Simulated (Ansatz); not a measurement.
Here is the system:

```yaml
crystal:
  lattice:
    - [4.91282, 0.00000, 0.00000]
    - [2.45641, 4.25462, 0.00000]
    - [2.45641, -1.41821, 4.46154]
  atoms:
    - { symbol: Ga, position: [0.71047, 0.64476, 0.93429] }
    - { symbol: Ga, position: [0.71047, 0.14476, 0.43429] }
    - { symbol: Ga, position: [0.28953, 0.35524, 0.06571] }
    - { symbol: Ga, position: [0.28953, 0.85524, 0.56571] }
    - { symbol: O, position: [0.50000, 0.44698, 0.25000] }
    - { symbol: O, position: [0.80302, 0.75000, 0.25000] }
    - { symbol: O, position: [0.50000, 0.55302, 0.75000] }
    - { symbol: O, position: [0.80302, 0.94698, 0.75000] }
    - { symbol: O, position: [0.19698, 0.25000, 0.75000] }
    - { symbol: O, position: [0.19698, 0.05302, 0.25000] }
```

No spin polarisation.

Method: Kohn–Sham DFT with the LDA functional, run in Ansatz (an electronic-structure program) with PAW and 420 eV plane waves, no SOC. k-mesh 8×8×8 (Γ-centred); smearing 0.05 eV (Fermi–Dirac).

**Question.** What pressure (mean of the normal stresses, compression positive) does the calculation give?

**Answer.** 25.1 kbar.

**Question.** Predict the width of the top valence band.

**Answer.** 0.45 eV.

The levels and masses belong to the bands next to the band gap. The cells carry an imposed strain or load. Whether these cells are dynamically stable was not tested. The cell was made from Ga2O3 in the corundum structure (space group R-3c, No. 167) by this change: biaxial strain −0.75 %, plane normal [001], relaxed out of plane.
